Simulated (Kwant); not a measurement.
Computed with Kwant: one-band effective-mass tight-binding model in one dimension, coherent, no space charge.

Model system: GaAs/Al0.3Ga0.7As stack with 1 barrier. One parabolic valley. Leads of mass 0.067 mₑ with the band edge at 0; grid 0.1 nm; bias 0 V, dropping linearly over the stack.

```tsv
layer	thickness (nm)	band offset (eV)	mass (mₑ)
1	1.9	0.24	0.092
```

Constants are typed, rounded textbook-type inputs, not results; the design itself was drawn at random and stands for no fabricated device.

Sweep values stay those of the base run.

One input was changed, with this effect: transmission at E = 0.3600 eV 0.70 → 0.76; mean transmission over the sweep 0.46 → 0.57; transmission at E = 0.08749 eV 0.33 → 0.48; transmission at E = 0.2692 eV 0.61 → 0.71.

Which change was it?
(A) thickness of the first barrier 1.9 → 1.5 nm
(B) height of the first barrier 0.24 → 0.29 eV
(C) mass in the first barrier 0.092 → 0.074 mₑ

A, thickness of the first barrier 1.9 → 1.5 nm
